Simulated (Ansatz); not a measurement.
## Several settings converged on CoGa (Pm-3m, 2 atoms in the cell)

```
CoGa
1.0
    2.88864     0.00000     0.00000
    0.00000     2.88864     0.00000
    0.00000     0.00000     2.88864
Ga Co
1 1
Direct
  0.50000   0.50000   0.50000
  0.00000   0.00000   0.00000
```

Base method: PBE (plane waves, PAW; Ansatz, a quantum-chemistry and plane-wave program).

Base settings: basis.ecutwfc = 420 eV; kpoints.mp_grid.grid = 11 11 11; hamiltonian.xc = pbe; hamiltonian.pseudopotentials = {kind: paw} (the program's default PAW files); scf.occupations.method = gaussian; scf.occupations.width = 0.1 eV.

The count of work is k-points × plane waves × bands × iterations; it is no time. Core times come from one kind of shared machine, to one figure; runs under 30 s give none.

**Zone-centre phonons against the cutoff**

In this ladder: phonons.method = dfpt.

The mesh stays at the base's, so the ladder's end is converged at best in this setting alone.

Frequencies are those of the unrelaxed cell, without the LO-TO term of polar crystals.

Only quantities that move along the ladder and can be compared are tabulated.

| basis.ecutwfc | highest zone-centre frequency (cm⁻¹) |
|---|---|
| 210 eV | 237.7 |
| 250 eV | 215.6 |
| 295 eV | 190.3 |
| 355 eV | 225.9 |
| 420 eV | 223.2 |
| 505 eV | 223.2 |
| 630 eV | 223.2 |

Coarsest basis.ecutwfc that holds the highest zone-centre frequency within 10 cm⁻¹ of the last step, with all finer ones: 355 eV; the step before is off by 33 cm⁻¹.

**The q mesh of the phonons**

In this ladder: kpoints.mp_grid.grid = 12 12 12; phonons.method = dfpt.

Only quantities that move along the ladder and can be compared are tabulated.

Thermal sums run over frequencies interpolated from this q mesh.

```csv
phonons.qmesh,zero-point energy (meV/atom),vibrational free energy at 300 K (meV/atom),core time / last (rough)
1 1 1,28.81,-23.22,–
2 2 2,33.38,-12.71,0.04
3 3 3,33.39,-12.56,0.1
4 4 4,33.27,-12.87,0.3
6 6 6,33.22,-13.09,1
```

Coarsest phonons.qmesh that holds the vibrational free energy at 300 K within 2 meV/atom of the last step, with all finer ones: 2 2 2, at about 0.04 of the last step's time; the step before is off by 10 meV/atom.

Coarsest phonons.qmesh that holds the zero-point energy within 0.2 meV/atom of the last step, with all finer ones: 2 2 2, at about 0.04 of the last step's time; the step before is off by 4.4 meV/atom.

**The size of a vacancy's supercell**

On CoGa (Pm-3m, 4 atoms in the cell), and larger cells.

Steps: 2 x 1 x 1 supercell, one Ga atom taken out, nothing relaxed; 2 x 2 x 1 supercell, one Ga atom taken out, nothing relaxed; and so on, with the mesh thinned in proportion.

Only quantities that move along the ladder and can be compared are tabulated.

```csv
atoms,energy of the cell with the vacancy less the whole one (holds the removed atom on the program's zero: only its change counts) (eV),count of work / last,core time / last (rough)
4,3786.163,0.034,–
8,3785.716,0.099,–
16,3785.091,0.15,–
24,3784.965,0.44,0.3
36,3784.868,1.1,0.7
54,3784.779,1.0,1
```

Smallest size that holds the energy of the cell with the vacancy less the whole one (holds the removed atom on the program's zero: only its change counts) within 0.1 eV: not settled: the last two steps still differ by 0.089 eV, over half the tolerance, so the ladder does not show it.

On the base run: the starting cell has typed, rounded lattice constants, without a prior relaxation at this level. Its lattice was rescaled by up to half a per cent. Spin polarisation is off.

Left out of this page: 1 run of the series stopped by limits of time or memory.

Keys are those of Ansatz 0.2.
